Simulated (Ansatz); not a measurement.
A calculation on AlB2-type HfB2 returned lattice constant a 3.133 Å, lattice parameter c 3.479 Å.

For reference: lattice constant a 3.14 Å (measured, temperature not stated, copied from a table, unchecked, no zero-point or thermal correction; as tabulated in Journal of Nuclear Materials 21, 14 (1967)); lattice parameter c 3.48 Å (measured, temperature not stated, copied from a table, unchecked, not corrected to a static lattice; as tabulated in Journal of Nuclear Materials 21, 14 (1967)).

**Question.** Which level of theory produced these numbers?
A. PBE0-D3(BJ) (Ansatz, an electronic-structure program)
B. revPBE (Ansatz)
C. r²SCANh (Ansatz)
D. PBEsol+SOC (Ansatz)

**Answer.** C, r²SCANh (Ansatz)

The others give: revPBE 3.158 Å, 3.502 Å; PBE0-D3(BJ) 3.109 Å, 3.444 Å; PBEsol+SOC 3.127 Å, 3.442 Å.

Unless a cell is named, each level is at its own relaxed cell (PBE0-D3(BJ) 9.61, PBEsol+SOC 9.72, r²SCANh 9.86, revPBE 10.09 Å³/atom).

Ansatz's density-functional and Hartree–Fock values are scalar-relativistic unless marked +SOC, with PAW data made under PBE.
